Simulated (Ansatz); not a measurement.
The (001) face of monoclinic ZrO2 can be cut between different planes. Symmetric, stoichiometric slabs relaxed in the 1x1 cell (27.2 Å²): top plane O, 0.66 Å over the next in the ideal cut; top plane Zr, 0.32 Å over the next in the ideal cut.

These are PBE (plane waves to 420 eV, PAW; Ansatz, a first-principles code) values and carry that method's errors.

Problem. Order them by surface energy (lowest first) at the level PBE.

Solution. the cut with an outer spacing of 0.66 Å (1.25 J/m²), the cut with an outer spacing of 0.32 Å (1.97 J/m²; O ended outermost)
